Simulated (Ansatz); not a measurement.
HfN, pressure series

Consider HfN in the rock salt structure (space group Fm-3m, No. 225; a = 4.502 Å).

Cell and atoms are relaxed at each pressure.

All numbers come from Kohn–Sham DFT with the PBEsol functional, run in Ansatz (a program for electronic structure) with PAW and 420 eV plane waves, without spin-orbit coupling.

```
P (GPa)  V (Å³/atom)
-------  -----------
-1.99         11.484
-0.99         11.443
3.00          11.286
7.00          11.139
15.00         10.872
30.00         10.446
50.01          9.984
75.00          9.522
100.00         9.143
```

A third-order Birch–Murnaghan fit to these points gives V₀ = 11.40 Å³/atom, B₀ = 285 GPa and B₀′ = 4.2. At pressure 100 GPa the volume is 80.2 % of V₀.

Load acts through the strain it causes; cell and atoms are relaxed under it. Stability against distortions was not tested. No other phases were tried under pressure. All final runs are without spin polarisation. An odd electron count without spin: HfN.
